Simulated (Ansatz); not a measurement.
# Convergence study of the plane-wave cutoff for Ca2AgPd2 (Imm2, 5 atoms in the cell)

```xyz
5
Lattice="-2.2506 2.9019 4.2294 2.2506 -2.9019 4.2294 2.2506 2.9019 -4.2294" Properties=species:S:1:pos:R:3 pbc="T T T"
Ca     0.0000     2.9019     1.7604
Ca     2.2506     0.0000     2.5189
Ag     0.0000     0.0000     0.0000
Pd     0.0000     1.3418     4.2294
Pd     2.2506     1.5601     0.0000
```

Level of theory: PBEsol, default PAW files made with PBE (plane waves; Ansatz, a program for electronic structure).

Base settings: basis.ecutwfc = 420 eV; kpoints.mp_grid.grid = 5 5 5; hamiltonian.xc = pbesol; hamiltonian.pseudopotentials = {kind: paw} (the program's default PAW files); scf.occupations.method = fermi_dirac; scf.occupations.width = 0.1 eV.

The second cell is the first with its lattice scaled by 0.98.

The mesh stays at the base's, so the ladder's end is converged at best in this setting alone.

The first pressure column holds Ansatz's estimate of the finite-basis (Pulay) stress, which hides part of the cutoff error; the other is without it.

Only quantities that move along the ladder and can be compared are tabulated.

The count of work is k-points × plane waves × bands × iterations; it is no time. 

The starting cell comes from a database of computed structures (which also holds hypothetical and non-ambient phases and stackings), without a prior relaxation at this level. Its lattice was rescaled by up to half a per cent. One atom was moved a little off its site on purpose. Spin polarisation is off.

```csv
basis.ecutwfc,free energy less the last step's (meV/atom),energy of the compressed cell less the first (meV/atom),pressure (GPa),pressure without the Pulay estimate (GPa),largest difference of a force vector from the last step's (eV/Å),count of work / last
145 eV,46661.15,-81.39,-8.01,-1052.73,1.220,0.070
170 eV,20574.46,-187.75,-3.11,-572.11,0.390,0.075
190 eV,10279.67,52.42,-6.43,-333.04,0.808,0.092
210 eV,5120.76,-42.30,-3.10,-191.37,0.381,0.095
230 eV,2417.65,19.01,-2.02,-105.19,0.093,0.11
250 eV,1103.29,-14.40,-1.97,-56.61,0.138,0.12
295 eV,144.80,-4.53,-2.59,-12.75,0.014,0.16
335 eV,16.82,-5.53,-2.74,-4.31,0.003,0.19
380 eV,1.87,-5.77,-2.73,-2.81,0.001,0.23
420 eV,1.28,-5.81,-2.73,-2.75,0.001,0.27
460 eV,0.80,-5.82,-2.74,-2.76,0.000,0.31
505 eV,0.44,-5.84,-2.74,-2.75,0.000,0.36
565 eV,0.35,-5.85,-2.74,-2.74,0.000,0.42
630 eV,0.24,-5.86,-2.74,-2.75,0.000,0.49
735 eV,0.10,-5.88,-2.74,-2.74,0.000,0.63
840 eV,0.05,-5.88,-2.74,-2.74,0.000,0.76
1010 eV,0.00,-5.88,-2.74,-2.74,0.000,1.0
```

Coarsest basis.ecutwfc that holds the pressure within 1 GPa of the last step, with all finer ones: 210 eV, at 0.095 of the last step's count of work; the step before is off by 3.7 GPa.

Coarsest basis.ecutwfc that holds the free energy within 5 meV/atom of the last step, with all finer ones: 380 eV, at 0.23 of the last step's count of work; the step before is off by 17 meV/atom.

Coarsest basis.ecutwfc that holds the energy of the compressed cell less the first within 1 meV/atom of the last step, with all finer ones: 335 eV, at 0.19 of the last step's count of work; the step before is off by 1.4 meV/atom.

The energy difference between the two cells stays within 1 meV/atom of the last step's from 335 eV on, the total only from 460 eV on: much of the error is common to both cells and cancels.

At the lowest cutoff the pressure without the Pulay estimate lies 1050 GPa under the last step's, the usual sign of Pulay stress in an incomplete plane-wave basis.

Keys are those of Ansatz 0.2.
